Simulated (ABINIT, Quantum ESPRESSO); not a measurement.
A Quantum ESPRESSO input for a self-consistent single point of NaF (Fm-3m, 2 atoms in the cell) (DFT, PBE, plane waves, PseudoDojo stringent norm-conserving (PBE) pseudopotentials):

```fortran
&CONTROL
  calculation = 'scf',
  prefix = 'naf',
  outdir = './out',
  pseudo_dir = './',
  tprnfor = .true.,
  tstress = .true.,
/
&SYSTEM
  ibrav = 0,
  celldm(1) = 5.9383252178,
  nat = 2,
  ntyp = 2,
  ecutwfc = 90,
  occupations = 'fixed',
  nbnd = 12,
/
&ELECTRONS
  conv_thr = 1.0e-11,
/
ATOMIC_SPECIES
Na    22.9898  Na.upf
F     18.9984  F.upf
CELL_PARAMETERS {alat}
   0.0000000000     0.7071067812     0.7071067812
   0.7071067812     0.0000000000     0.7071067812
   0.7071067812     0.7071067812     0.0000000000
ATOMIC_POSITIONS {crystal}
Na    0.0000000000    0.0000000000    0.0000000000
F     0.5000000000    0.5000000000    0.5000000000
K_POINTS {automatic}
10 10 10  0 0 0
```

Problem. Give the ABINIT input for the same structure, mesh, smearing and functional.

Solution. This is the input that was run; spellings and numerical settings could be chosen otherwise.

```
# NaF, PseudoDojo nc-sr-05 PBE standard
pp_dirpath "./"
pseudos "Na.upf, F.upf"
acell 3*1.0
rprim
        -0.0000000000    4.1990300304    4.1990300304
         4.1990300304   -0.0000000000    4.1990300304
         4.1990300304    4.1990300304   -0.0000000000
natom 2
ntypat 2
znucl 11 9
typat 1 2
xred
         0.0000000000    0.0000000000    0.0000000000
         0.5000000000    0.5000000000    0.5000000000
ecut 44 Ha
ixc 11
occopt 1
nband 10
kptopt 1
ngkpt 10 10 10
nshiftk 1
shiftk 0 0 0
nstep 80
tolvrs 1.0e-11
diemac 12
prtwf 0
prtden 0
enunit 1
```

Basis, cutoffs, solver keys and any potentials are the target program's own. This input uses DFT, PBE, plane waves, norm-conserving pseudopotentials (PseudoDojo nc-sr-05 PBE standard). Both were run: pressure 11.00 GPa in Quantum ESPRESSO and 11.00 in ABINIT; gap on the mesh 7.082 eV in Quantum ESPRESSO and 7.082 in ABINIT.

On Quantum ESPRESSO: the starting cell comes from a database of computed structures (which also holds hypothetical and non-ambient phases and stackings), without a prior relaxation at this level. Its lattice was rescaled by a random factor within 2.5 % of one. For this run, on top of that: lattice scaled by 0.98. With a pressure of about 11 GPa the cell is away from its equilibrium volume at this level.

On ABINIT: the starting cell comes from a database of computed structures (which also holds hypothetical and non-ambient phases and stackings), without a prior relaxation at this level. Its lattice was rescaled by a random factor within 2.5 % of one. For this run, on top of that: lattice scaled by 0.98. With a pressure of about 11 GPa the cell is away from its equilibrium volume at this level.
